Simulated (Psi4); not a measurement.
Psi4 1.11, PBE/def2-svp: W(NMe)2(OH)2 (C[N]=[W]([OH])([OH])=[N]C), 15 atoms. The geometry is a generated start, not checked to be a minimum at this level.

```yaml
task: energy
method: pbe
basis: def2-svp
memory: 3 GB
maxiter: 100
keys_of_the_molecule_block: symmetry c1
scf_type: df (default)
guess: auto, which took SAD (default)
scf_initial_accelerator: adiis (default)
e_convergence: 1e-06 (default)
d_convergence: 1e-06 (default)
dft_radial_points: 75 (default)
dft_spherical_points: 302 (default)
effective_core_potentials: those of the basis set, past Kr
basis_functions: 156
grid_points: 323271
```

```xyz
15

W      0.2212     0.5755     0.8958
N     -1.3581    -0.1768     0.5178
C     -2.4696    -0.8651    -0.0424
H     -2.1429    -1.6007    -0.7916
H     -3.0355    -1.3960     0.7344
H     -3.1532    -0.1592    -0.5302
N      1.3758     0.2277    -0.4318
C      1.9766    -0.2706    -1.6226
H      2.5679    -1.1714    -1.4131
H      1.2138    -0.5267    -2.3735
H      2.6526     0.4743    -2.0624
O     -0.0306     2.5040     0.9340
H      0.0814     3.3349     0.4575
O      0.8998    -0.1530     2.5392
H      1.2007    -0.7967     3.1889
```

Charge 0 and multiplicity 1 are set for this test and not shown to be the ground state.

One run each on 2 threads. Values of diis_max_vecs tried: 3, 6, 10 (default), 20.

### Question
Which value of diis_max_vecs needs the fewest SCF iterations, and what happens away from it?

### Answer
Fewest SCF iterations, within one of each other: 10 (default) with 13, 20 with 13. The count rises to 17 at 6. The run ends without SCF convergence in 100 iterations at 3.

```json
[
 {"diis_max_vecs": "3", "SCF iterations": "100", "end": "no convergence"},
 {"diis_max_vecs": "6", "SCF iterations": "17", "end": "same solution"},
 {"diis_max_vecs": "10 (default)", "SCF iterations": "13", "end": "same solution"},
 {"diis_max_vecs": "20", "SCF iterations": "13", "end": "same solution"}
]
```
